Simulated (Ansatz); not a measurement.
## Alloy series in AlP

Consider AlP in the zinc blende structure (space group F-43m, No. 216; a = 5.508 Å).

The other end (x = 1) is BP in the zinc blende structure (space group F-43m, No. 216): 11.76 Å³/atom, gap 1.25 eV.

B replaces a fraction x of Al; each row is one arrangement (x, atoms in the cell, starting space group or random), fully relaxed.

Level of theory: PBE/PAW in Ansatz (an electronic-structure program), no SOC.

```csv
case,mixing energy,band gap,volume per atom
base,–,1.63 eV,20.88 Å³
"x(B) = 0.25, 8 atoms, Amm2",+193 meV/atom,0.99 eV,18.50 Å³
"x(B) = 0.333, 6 atoms, P3m1",+0.249 eV/atom,1.07 eV,17.84 Å³
"x(B) = 0.5, 8 atoms, Pmn2_1",+189 meV/atom,0.49 eV,15.87 Å³
"x(B) = 0.5, 8 atoms, I-42d",+160 meV/atom,0.88 eV,15.84 Å³
"x(B) = 0.5, 4 atoms, R3m",+0.302 eV/atom,0.62 eV,16.19 Å³
"x(B) = 0.667, 6 atoms, I-4m2",+0.215 eV/atom,0.63 eV,14.49 Å³
"x(B) = 0.75, 8 atoms, P-43m",+0.258 eV/atom,0.96 eV,13.96 Å³
```

These are small ordered cells, not random alloys; other orderings at the same x differ. No phonon test of stability was made.
